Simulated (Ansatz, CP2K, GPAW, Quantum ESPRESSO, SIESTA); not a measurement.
## Code comparison for Cu2Te (P6/mmm, 6 atoms in the cell)

Self-consistent single point, at a second geometry (lattice scaled by 0.98). First geometry:

```
Cu2Te
1.0
    4.37244     0.00000     0.00000
   -2.18622     3.78665     0.00000
    0.00000     0.00000     8.65900
Cu Te
4 2
Direct
  0.66667   0.33333   0.15195
  0.33333   0.66667   0.84805
  0.33333   0.66667   0.15195
  0.66667   0.33333   0.84805
  0.00000   0.00000   0.26619
  0.00000   0.00000   0.73381
```

Shared settings, as Ansatz (an electronic-structure program) writes them: kpoints.mp_grid.grid = 7 7 3; scf.occupations.method = gaussian; scf.occupations.width = 0.136 eV. Potentials and cutoffs stand in the table.

| code | model | ΔF from the first geometry (meV/atom) | pressure (GPa) | largest force (eV/Å) | cutoff |
|---|---|---|---|---|---|
| SIESTA | GGA PBEsol, numerical atomic orbitals DZP, PseudoDojo PBEsol standard norm-conserving potentials (rewritten from UPF to PSML) | -36.8 | -2.37 | 0.286 | grid 400 Ry |
| Ansatz | PBEsol, PAW files made with PBE | -36.1 | -2.54 | 0.179 | default |
| GPAW | PBEsol, GPAW PAW datasets PBEsol (made by gpaw-setup) | -32.7 | -2.41 | 0.173 | 800 eV |
| CP2K | PBEsol, GPW, DZVP-MOLOPT-SR-GTH basis, GTH-PBE potentials (GTH_POTENTIALS) | -15.4 | 0.00 | 0.221 | grid 600 Ry |
| Quantum ESPRESSO | PBEsol, PSlibrary PAW (PBE) pseudopotentials | -34.2 | -2.77 | 0.138 | 50 Ry |

For Quantum ESPRESSO (by 0.5 GPa) the energy change implies a higher mean pressure, against the two pressures, than for the other programs: a sign of finite-basis (Pulay) stress.

Size of the force on each atom (eV/Å): Sizes of forces hide their directions.

| code | Cu1 | Cu2 | Cu3 | Cu4 | Te5 | Te6 |
|---|---|---|---|---|---|---|
| SIESTA | 0.286 | 0.286 | 0.286 | 0.286 | 0.077 | 0.077 |
| Ansatz | 0.075 | 0.075 | 0.075 | 0.075 | 0.179 | 0.179 |
| GPAW | 0.044 | 0.044 | 0.044 | 0.044 | 0.173 | 0.173 |
| CP2K | 0.221 | 0.221 | 0.221 | 0.221 | 0.199 | 0.199 |
| Quantum ESPRESSO | 0.093 | 0.093 | 0.093 | 0.093 | 0.138 | 0.138 |

No clean gap comes from SIESTA, Ansatz, GPAW, CP2K and Quantum ESPRESSO: levels at the Fermi energy touch, overlap or are partly filled at this smearing.

On Ansatz's run: spin-orbit coupling is off. Spin polarisation is off.

The spread over the programs that give each value: ΔF from the first geometry within 21.4 meV/atom; pressure within 2.77 GPa; largest force within 0.148 eV/Å.

SIESTA and CP2K use small atom-centred bases, whose incompleteness enters pressures, forces and empty levels differently from a plane-wave cutoff. Ansatz's pressure is given at a fixed set of plane waves, as the other plane-wave codes print theirs; with its correction for the finite basis it is -2.48 GPa. In the pressure, CP2K (by 2.55) lies more than 1 GPa from the median of the plane-wave programs. In the force vectors, SIESTA (by 0.250) and CP2K (by 0.372) lie more than 0.08 eV/Å from the median of the plane-wave programs.

The starting cell comes from a database of computed structures (which also holds hypothetical and non-ambient phases and stackings), without a prior relaxation at this level. Its lattice was rescaled by a random factor within 2.5 % of one. For this run, on top of that: lattice scaled by 0.98.

Left out of this page: FLEUR (not drawn, or without a comparable value).

Keys are those of Ansatz 0.2.
